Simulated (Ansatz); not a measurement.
Base system: TaAs (space group I4_1md, No. 109; a = 3.442 Å, c = 11.714 Å).

Structures relaxed with DFT with r2SCAN, PAW potentials and a 500 eV plane-wave cutoff in Ansatz (a quantum-chemistry and plane-wave program), no spin-orbit coupling, earlier PAW set.

Base:

Simulated powder pattern, Co Kα, λ = 1.79026 Å (kinematic, ideal powder, no thermal factors, no anomalous dispersion; the 14 strongest lines at most, above 2 %, up to 2θ = 90°):

```json
[
 {"2θ (°)": "31.46", "I/Imax (%)": "38", "hkl": "(101)"},
 {"2θ (°)": "35.60", "I/Imax (%)": "25", "hkl": "(004)"},
 {"2θ (°)": "40.57", "I/Imax (%)": "54", "hkl": "(103)"},
 {"2θ (°)": "46.95", "I/Imax (%)": "100", "hkl": "(112)"},
 {"2θ (°)": "55.06", "I/Imax (%)": "38", "hkl": "(105)"},
 {"2θ (°)": "62.69", "I/Imax (%)": "28", "hkl": "(200)"},
 {"2θ (°)": "71.83", "I/Imax (%)": "8.6", "hkl": "(211)"},
 {"2θ (°)": "72.00", "I/Imax (%)": "6.5", "hkl": "(116)"},
 {"2θ (°)": "73.00", "I/Imax (%)": "17", "hkl": "(107)"},
 {"2θ (°)": "74.22", "I/Imax (%)": "13", "hkl": "(204)"},
 {"2θ (°)": "75.37", "I/Imax (%)": "3.1", "hkl": "(008)"},
 {"2θ (°)": "77.39", "I/Imax (%)": "18", "hkl": "(213)"},
 {"2θ (°)": "88.19", "I/Imax (%)": "22", "hkl": "(215)"}
]
```

After one change:

Simulated powder pattern, Co Kα, λ = 1.79026 Å (kinematic, ideal powder, no thermal factors, no anomalous dispersion; the 14 strongest lines at most, above 2 %, up to 2θ = 90°):

```csv
2θ (°),I/Imax (%)
34.89,100
38.11,46
38.13,14
44.46,77
51.80,59
52.46,56
59.97,40
70.47,27
79.58,17
80.58,10
81.63,9.5
83.04,20
86.73,12
87.77,11
```

Question: Name the change that was made.
A. x(N) = 0.5, 8 atoms, Pmm2
B. x(N) = 0.667, 12 atoms, Fdd2
C. x(N) = 0.667, 12 atoms, P1

Answer: B, x(N) = 0.667, 12 atoms, Fdd2. Its volume per atom is 13.20 Å³ against 17.34 Å³, and its space group is Fdd2 (No. 43).

These are small ordered cells, not random alloys; other orderings at the same x differ. No phonon test of stability was made. The final runs are not spin-polarised.
